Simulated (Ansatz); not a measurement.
# InAgTe2: response to strain

Consider InAgTe₂ in the chalcopyrite structure (space group I-42d, No. 122; a = 6.3535 Å, c = 12.6374 Å).

Strains are applied to the cell and any free atomic positions relax.

The values are results of DFT with LDA, PAW potentials and a 420 eV plane-wave cutoff in Ansatz (an electronic-structure program), no spin-orbit coupling, not measurements.

Notes on the quantities. pressure: mean of the normal stresses, compression positive.

```tsv
variant	pressure	band gap	shortest interatomic distance
base	0.0 GPa	zero	2.709 Å
isotropic strain −3.00 %	[?]	[?]	2.624 Å
isotropic strain −2.25 %	[?]	0.21 eV	2.645 Å
isotropic strain −1.50 %	2.5 GPa	0.15 eV	2.666 Å
isotropic strain −0.75 %	[?]	0.09 eV	2.688 Å
```

Q: Fill in the withheld entries from the trend.

A: 
- isotropic strain −3.00 %, pressure: 5.7 GPa
- isotropic strain −3.00 %, band gap: 0.28 eV
- isotropic strain −2.25 %, pressure: 4.0 GPa
- isotropic strain −0.75 %, pressure: 1.2 GPa

With Te present, leaving out spin-orbit coupling can change the band edges. Whether these cells are dynamically stable was not tested. All final runs are without spin polarisation. Gaps under 0.05 eV, about the width of the smearing, are given as zero. A zero or small gap of InAgTe2 can be the functional's error rather than a property of the material.
